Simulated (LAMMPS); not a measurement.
MD of ZnSe (zinc blende) with 25 % of Se sites S at zero pressure over temperature, 4096 atoms; each row names its start.

All values are model results, not measurements: classical MD, pair style sw, file CdTeZnSeHgS0.sw; code LAMMPS.

```csv
"T (K), start",state,volume,enthalpy,"first peak of g(r), Se-Zn",coordination number of Se by Zn,D(S),D(Se),D(Zn),viscosity
"300, crystal",crystal; no diffusion seen in 30 ps,22.2216 ± 0.0002 Å³/atom,-2.7073 ± 0.0001 eV/atom,"2.46 Å, height 17.5",4.00 (counted to 3.38 Å),-,-,-,-
"1300, crystal",crystal; no diffusion seen in 30 ps,22.7424 ± 0.0005 Å³/atom,-2.4404 ± 0.0002 eV/atom,"2.47 Å, height 8.4",4.00 (counted to 3.34 Å),-,-,-,-
"1760, melt",liquid,24.56 ± 0.01 Å³/atom,-1.826 ± 0.002 eV/atom,"2.56 Å, height 4.5",3.87 (counted to 3.34 Å),(2.08 ± 0.04) × 10^-5 cm²/s,(2.39 ± 0.06) × 10^-5 cm²/s,(2.93 ± 0.10) × 10^-5 cm²/s,-
"2130, melt",liquid,25.71 ± 0.02 Å³/atom,-1.624 ± 0.001 eV/atom,"2.57 Å, height 3.8",3.81 (counted to 3.42 Å),(6.9 ± 0.4) × 10^-5 cm²/s,(7.6 ± 0.2) × 10^-5 cm²/s,(9.1 ± 0.2) × 10^-5 cm²/s,1.7 ± 0.2 mPa s
"2590, melt",liquid,27.99 ± 0.09 Å³/atom,-1.410 ± 0.002 eV/atom,"2.58 Å, height 3.4",3.52 (counted to 3.42 Å),(1.61 ± 0.03) × 10^-4 cm²/s,(1.61 ± 0.07) × 10^-4 cm²/s,(1.84 ± 0.03) × 10^-4 cm²/s,0.9 ± 0.1 mPa s
```

Caution (rows 300, crystal; 1300, crystal): the random arrangement on this lattice is imposed, and need not be a phase that exists in equilibrium.

Caution (rows 1300, crystal; 1760, melt; 2130, melt; 2590, melt): a run this short can hold a crystal over, or a liquid under, the potential's own melting point, which these runs don't give.

Caution (rows 1760, melt; 2130, melt; 2590, melt): the real compound melts congruently only under the pressure of its own vapour and loses its more volatile element when open.

States go by the mean squared displacement: a species diffuses where it passes 1.5 Å², still rises and gives D over 1e-6 cm²/s; a crystal has left its structure where atoms lie 0.35 Å off their sites on average or a cubic box changes its shape by 3 %, or the axial ratios of another lie 8 % off the starting cell's, which the potential's own relaxation can also do.

Errors of D are the spread over four groups of atoms in one short run; a floor of about 5 %, a picked value, is safer.

Uncertainties are statistical and leave out the potential's own error.
